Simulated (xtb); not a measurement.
xtb 6.7.1, GFN2-xTB: Ru(amdiPr)2(CO)2, 59 atoms. The geometry is a generated start, not checked to be a minimum at this level.

```json
{
  "run_flags": "--ohess",
  "method": "GFN2-xTB",
  "--etemp (K)": "300 (default)",
  "basis_functions": "140",
  "valence_electrons": "146"
}
```

Hardware: AMD EPYC (Zen 5), 96 cores on 1 socket, no SMT, 12 L3 cache groups; 94 cores' worth of CPU time may be used.

Each time is the median wall time of two to five repeats, run one at a time on the otherwise empty machine; start-up is included. Processes are pinned to neighbouring cores unless said otherwise. Build: conda-forge: gfortran, OpenMP (GNU), OpenBLAS with its own threads. Other compilers and libraries give other times. Scratch files lie in a memory file system. This build's BLAS runs threads of its own beside OpenMP's, on the same cores; «BLAS threads» counts them.

First run (16 threads, 1 BLAS thread, acc = 1 (default), detailed_input = none: broydamp=0.4 (default)):

```
 SCC (total)                   0 d,  0 h,  0 min,  0.034 sec
 SCC setup                      ...        0 min,  0.000 sec (  0.265%)
 Dispersion                     ...        0 min,  0.001 sec (  1.871%)
 classical contributions        ...        0 min,  0.000 sec (  0.153%)
 integral evaluation            ...        0 min,  0.002 sec (  4.485%)
 iterations                     ...        0 min,  0.028 sec ( 83.527%)
 molecular gradient             ...        0 min,  0.003 sec (  9.233%)
 printout                       ...        0 min,  0.000 sec (  0.433%)
...
 total:
 * wall-time:     0 d,  0 h,  0 min,  2.804 sec
 *  cpu-time:     0 d,  0 h,  0 min, 42.176 sec
 * ratio c/w:    15.044 speedup
 SCF:
 * wall-time:     0 d,  0 h,  0 min,  0.034 sec
 *  cpu-time:     0 d,  0 h,  0 min,  0.544 sec
 * ratio c/w:    16.045 speedup
 ANC optimizer:
 * wall-time:     0 d,  0 h,  0 min,  1.259 sec
 *  cpu-time:     0 d,  0 h,  0 min, 19.220 sec
 * ratio c/w:    15.266 speedup
 analytical hessian:
 * wall-time:     0 d,  0 h,  0 min,  1.491 sec
 *  cpu-time:     0 d,  0 h,  0 min, 22.246 sec
 * ratio c/w:    14.916 speedup
```

Second run:

```
 SCC (total)                   0 d,  0 h,  0 min,  0.428 sec
 SCC setup                      ...        0 min,  0.005 sec (  1.063%)
 Dispersion                     ...        0 min,  0.011 sec (  2.623%)
 classical contributions        ...        0 min,  0.006 sec (  1.391%)
 integral evaluation            ...        0 min,  0.018 sec (  4.229%)
 iterations                     ...        0 min,  0.338 sec ( 78.913%)
 molecular gradient             ...        0 min,  0.050 sec ( 11.621%)
 printout                       ...        0 min,  0.001 sec (  0.157%)
...
 total:
 * wall-time:     0 d,  0 h,  0 min, 36.589 sec
 *  cpu-time:     0 d,  0 h,  9 min, 39.602 sec
 * ratio c/w:    15.841 speedup
 SCF:
 * wall-time:     0 d,  0 h,  0 min,  0.428 sec
 *  cpu-time:     0 d,  0 h,  0 min,  6.769 sec
 * ratio c/w:    15.800 speedup
 ANC optimizer:
 * wall-time:     0 d,  0 h,  0 min, 20.711 sec
 *  cpu-time:     0 d,  0 h,  5 min, 29.887 sec
 * ratio c/w:    15.928 speedup
 analytical hessian:
 * wall-time:     0 d,  0 h,  0 min, 15.300 sec
 *  cpu-time:     0 d,  0 h,  4 min,  0.561 sec
 * ratio c/w:    15.723 speedup
```

Which of these changes turns the first timing block into the second?
(A) 16 threads, 2 BLAS threads
(B) 16 threads, 16 BLAS threads
(C) acc = 0.01
(D) detailed_input = $hess;  sccacc=3; $end

B, 16 threads, 16 BLAS threads. The largest move is in geometry optimisation: 1.3 s to 21 s. The slower run has 16 BLAS threads beside the program's own on the same cores, and burns 15 times the CPU time. The other changes gave 3.3 s (acc = 0.01), 2.2 s (detailed_input = $hess;  sccacc=3; $end), 16 s (16 threads, 2 BLAS threads), against 40 s here and 2.8 s at first.
